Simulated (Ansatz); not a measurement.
Take AlRu in the CsCl type structure (space group Pm-3m, No. 221; a = 2.9832 Å; relaxed with 0.1 eV smearing) as the base. Axes: x, y, z lie along the cube axes.

Computed with r2SCAN in Ansatz (plane waves to 500 eV, PAW, no spin-orbit coupling).

A first run, uniaxial strain ε_xx = +1.20 %, gives secant values C11 ≈ 330 GPa and C12 ≈ 150 GPa from its stress. A second run applies isotropic strain +2.98 %.

Question: What does linear elasticity predict for the bulk modulus −ΔP/(ΔV/V₀) in the second run, and what does the run give?

Answer: Linear elasticity: (C11 + 2 C12)/3 = 210 GPa. The run gives 170 GPa; any difference comes from nonlinear terms at these strains and numerical noise.

Stability against distortions was not tested. The final runs are not spin-polarised.

Ansatz is a first-principles code.
